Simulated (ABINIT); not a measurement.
## Several settings converged on WC (P-6m2, 2 atoms in the cell)

```
WC
1.0
    1.46227    -2.53274     0.00000
    1.46227     2.53274     0.00000
    0.00000     0.00000     2.85420
W C
1 1
Direct
  0.00000   0.00000   0.00000
  0.33333   0.66667   0.50000
```

Base method: LDA (PW92), norm-conserving pseudopotentials (PseudoDojo nc-sr-04 LDA standard) (plane waves; ABINIT).

Base settings: pseudos = [W.upf, C.upf]; ecut = 82 Ry; occopt = 7; tsmear = 0.00367493 Ha; ngkpt = 6 6 5; nshiftk = 1; shiftk = 0 0 0; potentials = PseudoDojo nc-sr-04 LDA standard; nband = 14; kptopt = 1.

**Zone-centre phonons against the cutoff**

In this ladder: tolvrs = default; prtwf = default; prtden = default; istwfk = *1; tolvrs1 = 1e-16; ndtset = 2; prtwf1 = 1; getwfk2 = 1; kptopt2 = 2.

The mesh stays at the base's, so the ladder's end is converged at best in this setting alone.

Frequencies are those of the unrelaxed cell, without the LO-TO term of polar crystals.

Only quantities that move along the ladder and can be compared are tabulated.

| ecut | highest zone-centre frequency (cm⁻¹) |
|---|---|
| 40 Ry | 595.0 |
| 50 Ry | 592.4 |
| 58 Ry | 597.0 |
| 70 Ry | 596.8 |
| 82 Ry | 595.6 |
| 124 Ry | 595.5 |

Coarsest ecut that holds the highest zone-centre frequency within 2 cm⁻¹ of the last step, with all finer ones: 58 Ry; the step before is off by 3.1 cm⁻¹.

**Zone-centre phonons against the SCF threshold**

In this ladder: tolvrs = default; prtwf = default; prtden = default; istwfk = *1; ndtset = 2; prtwf1 = 1; getwfk2 = 1; kptopt2 = 2; nqpt2 = 1.

The mesh stays at the base's, so the ladder's end is converged at best in this setting alone.

Frequencies are those of the unrelaxed cell, without the LO-TO term of polar crystals.

Only quantities that move along the ladder and can be compared are tabulated.

```tsv
toldfe1	highest zone-centre frequency (cm⁻¹)
3.7e-05 Ha	610.3
3.7e-07 Ha	595.6
3.7e-09 Ha	595.6
3.7e-11 Ha	595.6
3.7e-13 Ha	595.6
```

Coarsest toldfe1 that holds the highest zone-centre frequency within 1 cm⁻¹ of the last step, with all finer ones: 3.7e-07 Ha; the step before is off by 15 cm⁻¹.

On the base run: the starting cell has typed, rounded lattice constants, without a prior relaxation at this level. Its lattice was rescaled by up to half a per cent. Spin polarisation is off. In the base run, with a pressure of about -17 GPa the cell is away from its equilibrium volume at this level. Without a gap this mesh is coarse (it stands for a supercell whose shortest vector is 14 Å).
